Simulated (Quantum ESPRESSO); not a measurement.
Worked example: self-consistent single point of InAs (F-43m, 2 atoms in the cell) in Quantum ESPRESSO.

Method of the run: PBE, SSSP 1.1.2 efficiency (PBE) pseudopotentials (plane waves; Quantum ESPRESSO).

```xyz
2
Lattice="0.0000 2.9836 2.9836 2.9836 0.0000 2.9836 2.9836 2.9836 0.0000" Properties=species:S:1:pos:R:3 pbc="T T T"
In     4.4754     4.4754     4.4754
As     0.0000     0.0000     0.0000
```

Reference input (self-consistent single point, DFT, PBE, plane waves, SSSP 1.1.2 efficiency (PBE) pseudopotentials): ecutwfc = 55 Ry; ecutrho = 440 Ry; occupations = smearing; smearing = fd; degauss = 0.0099958 Ry; potentials = {In: In.pbe-dn-rrkjus_psl.0.2.2.UPF, As: As.pbe-n-rrkjus_psl.0.2.UPF}; K_POINTS = automatic 10 10 10 0 0 0; conv_thr = 1e-10 Ry. This run's input differs from it in these lines:

```diff
@@ -16,4 +16,4 @@
     occupations = 'smearing'
-    smearing = 'fd'
-    degauss = 0.0099958
+    smearing = 'mp'
+    degauss = 0.02205
 /
```

Output, abridged:

```
     Self-consistent Calculation

     iteration #  1     ecut=    55.00 Ry     beta= 0.70

     Threshold (ethr) on eigenvalues was too large:
     Diagonalizing with lowered threshold

     WARNING: integrated charge=    18.00066997, expected=    18.00000000

     total energy              =    -163.04430904 Ry
     estimated scf accuracy    <       0.07420362 Ry

     iteration #  2     ecut=    55.00 Ry     beta= 0.70

     WARNING: integrated charge=    18.00067679, expected=    18.00000000

     total energy              =    -163.06344904 Ry
     estimated scf accuracy    <       0.01815852 Ry

     iteration #  3     ecut=    55.00 Ry     beta= 0.70

     WARNING: integrated charge=    18.00036729, expected=    18.00000000

     total energy              =    -163.06795989 Ry
     estimated scf accuracy    <       0.00040504 Ry

   [... 3 blocks of this kind left out ...]

     iteration #  7     ecut=    55.00 Ry     beta= 0.70

     WARNING: integrated charge=    18.00033646, expected=    18.00000000

     total energy              =    -163.06815931 Ry
     estimated scf accuracy    <          1.2E-09 Ry

     iteration #  8     ecut=    55.00 Ry     beta= 0.70
     End of self-consistent calculation

     the Fermi energy is     7.7685 ev

     WARNING: integrated charge=    18.00033639, expected=    18.00000000

!    total energy              =    -163.06815931 Ry
     estimated scf accuracy    <          4.4E-11 Ry
     smearing contrib. (-TS)   =       0.00007130 Ry
     internal energy E=F+TS    =    -163.06823061 Ry

     convergence has been achieved in   8 iterations

     Forces acting on atoms (cartesian axes, Ry/au):

     atom    1 type  1   force =     0.00000000   -0.00000000    0.00000000
     atom    2 type  2   force =     0.00000000    0.00000000    0.00000000

     Total force =     0.000000     Total SCF correction =     0.000000

          total   stress  (Ry/bohr**3)                   (kbar)     P=       69.46
   0.00047216  -0.00000000   0.00000000           69.46       -0.00        0.00
  -0.00000000   0.00047216  -0.00000000           -0.00       69.46       -0.00
   0.00000000  -0.00000000   0.00047216            0.00       -0.00       69.46

   JOB DONE.
```

The run converged in 8 iterations. Against the reference run the free energy goes up by 1.2 meV/atom and the pressure stays at 6.95 GPa. The full log also holds: “WARNING: integrated charge=    18.00066997, expected=    18.00000000”. The full log also holds: “WARNING: integrated charge=    18.00067679, expected=    18.00000000”.

The starting cell comes from a database of computed structures (which also holds hypothetical and non-ambient phases and stackings), without a prior relaxation at this level. Its lattice was rescaled by a random factor within 2.5 % of one. With a pressure of about 7 GPa the cell is away from its equilibrium volume at this level. The run gives no clean gap (levels at the Fermi energy touch, overlap or are partly filled at this smearing), which alone does not show that the compound is a metal.

Cost on one core of a shared machine: roughly 30 s.
